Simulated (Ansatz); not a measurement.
Band structure of PdIn (Pm-3m, 2 atoms in the cell).

```
PdIn
1.0
    3.25000     0.00000     0.00000
    0.00000     3.25000     0.00000
    0.00000     0.00000     3.25000
In Pd
1 1
Direct
  0.50000   0.50000   0.50000
  0.00000   0.00000   0.00000
```

Method of the run: PBE, PAW files (plane waves; Ansatz, an electronic-structure program).

Settings: basis.ecutwfc = 30.9 Ry; kpoints.mp_grid.grid = 8 8 8; hamiltonian.xc = pbe; hamiltonian.pseudopotentials = {kind: paw} (an earlier, softer set of the program's PAW files); scf.occupations.method = fermi_dirac; scf.occupations.width = 0.0073 Ry; kpoints.band_path.npoints = 8.

The starting cell has typed, rounded lattice constants, without a prior relaxation at this level. Spin polarisation is off.

Levels in eV from the Fermi level, bands 12 to 19:
```
point     12     13     14     15     16    17    18    19
-----  -----  -----  -----  -----  -----  ----  ----  ----
Γ      -3.88  -2.28  -2.28  -2.28   4.30  4.30  4.30  9.75
X      -3.87  -3.30  -3.30  -2.36  -1.09  9.77  9.77  9.99
M      -2.70  -2.70  -2.36  -2.36  -1.69  1.60  2.58  9.66
R      -4.96  -1.65  -1.65   0.06   3.86  3.86  3.86  4.52
```

Bands cross the Fermi level along this path, so the cell is metallic at this level.

Keys are those of Ansatz 0.2.
